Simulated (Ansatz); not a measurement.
Base system: GaS in the beta-GaS type structure (space group P6_3/mmc, No. 194; layered, stacked along the Cartesian z axis).

```cif
data_Ga4S4
_chemical_formula_sum 'Ga4 S4'
_space_group_name_H-M_alt 'P 1'
_space_group_IT_number 1
_cell_length_a 3.59064
_cell_length_b 3.59064
_cell_length_c 15.44873
_cell_angle_alpha 90.000
_cell_angle_beta 90.000
_cell_angle_gamma 120.000
loop_
_space_group_symop_operation_xyz
  'x, y, z'
loop_
_atom_site_label
_atom_site_type_symbol
_atom_site_fract_x
_atom_site_fract_y
_atom_site_fract_z
_atom_site_occupancy
Ga1 Ga 0.33333 0.66667 0.17077 1
Ga2 Ga 0.66667 0.33333 0.67077 1
Ga3 Ga 0.66667 0.33333 0.82923 1
Ga4 Ga 0.33333 0.66667 0.32923 1
S1 S 0.33333 0.66667 0.60035 1
S2 S 0.66667 0.33333 0.10035 1
S3 S 0.66667 0.33333 0.39965 1
S4 S 0.33333 0.66667 0.89965 1
```

Method: PBE-D3(BJ), PAW, 420 eV (Ansatz, an electronic-structure program; no spin-orbit coupling).

Base values:

- Gap character = indirect, Γ → M

Now apply this change: the cell is scaled by 0.9864 in all directions; the atoms relax in the strained cell.

Problem. Estimate the effect on the gap character.

Solution. The gap character is still indirect, Γ → M.

Problem. Predict the new mean gap deformation potential ΔEg/Δln V.

Solution. The mean gap deformation potential ΔEg/Δln V comes out as +1.4 eV.

No phonon test of stability was made.
